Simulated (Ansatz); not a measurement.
A relaxation of the atoms of SnO (P4mm, 4 atoms in the cell) with Ansatz (an electronic-structure program).

Computed with PBEsol, default PAW files made with PBE (plane waves; Ansatz).

The change in words: one atom moved by 0.15 angstrom; relax: default → atoms; relax.f_tol: default → 0.001 eV/Å. Reference geometry:
```
CELL_PARAMETERS angstrom
      3.78100     0.00000     0.00000
      0.00000     3.78100     0.00000
      0.00000     0.00000     4.81580
ATOMIC_POSITIONS crystal
  Sn 0.50000 0.00000 0.76200
  Sn 0.00000 0.50000 0.23800
  O  0.50000 0.50000 0.00000
  O  0.00000 0.00000 0.00000
```

Reference input (self-consistent single point, DFT, PBEsol, plane waves, default PAW files made with PBE): basis.ecutwfc = 420 eV; kpoints.mp_grid.grid = 7 7 5; hamiltonian.xc = pbesol; hamiltonian.pseudopotentials = {kind: paw} (the program's default PAW files); scf.occupations.method = fermi_dirac; scf.occupations.width = 0.02 eV. This run's input differs from it in these lines:

```diff
@@ -6,3 +6,3 @@
   atoms:
-    - { symbol: Sn, position: [0.500000, 0.000000, 0.762000] }
+    - { symbol: Sn, position: [0.500000, 0.000000, 0.793147] }
     - { symbol: Sn, position: [0.000000, 0.500000, 0.238000] }
@@ -19,2 +19,4 @@
   occupations: { method: fermi_dirac, width: 0.02 }
+relax:
+  f_tol: 0.001
 output:
```

Output (repeated stretches shortened):

```
   [... SCF lines of the steps left out ...]
relax step   1: F+E_penalty+E_count = -13021.20678766 eV  Δ(F+E_penalty+E_count) = +0.000e0 eV  max|allowed force component| = 2.469e0 eV/Å  Δτ_max = 0.0000 Å  (7 SCF iters, dr2 threshold 1.00e-7 eV, accepted)
relax step   2: F+E_penalty+E_count = -13021.36207440 eV  Δ(F+E_penalty+E_count) = -1.553e-1 eV  max|allowed force component| = 1.112e0 eV/Å  Δτ_max = 0.1601 Å  (6 SCF iters, dr2 threshold 1.00e-4 eV, accepted)
relax step   3: F+E_penalty+E_count = -13021.40991126 eV  Δ(F+E_penalty+E_count) = -4.784e-2 eV  max|allowed force component| = 2.608e-1 eV/Å  Δτ_max = 0.0518 Å  (5 SCF iters, dr2 threshold 7.73e-5 eV, accepted)
relax step   4: F+E_penalty+E_count = -13021.41624204 eV  Δ(F+E_penalty+E_count) = -6.331e-3 eV  max|allowed force component| = 1.496e-3 eV/Å  Δτ_max = 0.0182 Å  (5 SCF iters, dr2 threshold 4.25e-6 eV, accepted)
relax step   5: F+E_penalty+E_count = -13021.41624216 eV  Δ(F+E_penalty+E_count) = -1.166e-7 eV  max|allowed force component| = 1.578e-3 eV/Å  Δτ_max = 0.0000 Å  (5 SCF iters, accepted)
relax step   6: F+E_penalty+E_count = -13021.41624250 eV  Δ(F+E_penalty+E_count) = -3.428e-7 eV  max|allowed force component| = 7.788e-5 eV/Å  Δτ_max = 0.0001 Å  (3 SCF iters, accepted)
the relaxation is at rest under the 8 symmetry operations that the run kept from its start: a minimum is not shown …
Stability not checked: this state was not tested for a lower state beside it, because too few of the mixer's solves of this state at the end of the SCF gave a …
Free energy (F): -13021.416243 eV
Internal energy: -13021.415931 eV  (E = F + TS)
E sigma→0 (E₀):  -13021.416087 eV
Entropy (-TS):   -0.000311 eV (-0.078 meV/atom)
Fermi energy:    10.192325 eV
--- Forces (eV/Å), atoms counted from 1 ---
  atom   1  Sn     0.00000000     0.00000000     0.00003688
   [... lines left out ...]
  F+E_penalty+E_count = -13021.41624250 eV   max|allowed force component| = 7.788e-5 eV/Å
  atoms:
    - { symbol: Sn, position: [0.5000000000000001, 0.0, 0.7665294242523122] }
    - { symbol: Sn, position: [-2.6996637675885616e-33, 0.5000000000000001, 0.24904234876449474] }
    - { symbol: O, position: [0.5000000000000001, 0.5000000000000001, 0.007787613491596719] }
    - { symbol: O, position: [-6.621816788424773e-34, 0.0, 0.007787613491596719] }
```

The run converged. 

Summary of the result:
| Quantity | Result |
|---|---|
| Free energy E − TS (on the zero of these files) | -13021.4162 eV |
| Pressure | 0.65 GPa |
| Relaxation steps | 6 |

The starting cell has typed, rounded lattice constants, without a prior relaxation at this level. Its lattice was rescaled by up to half a per cent. For this run, on top of that: one atom moved by 0.15 angstrom. The relaxation keeps the symmetry of its start, so its end need not be a minimum. Ansatz's pressure includes its estimate of the finite-basis (Pulay) stress. Without the estimate this run gives 0.14 GPa. A gap is left out here, as mesh or smearing make it unsure.

Keys are those of Ansatz 0.2.
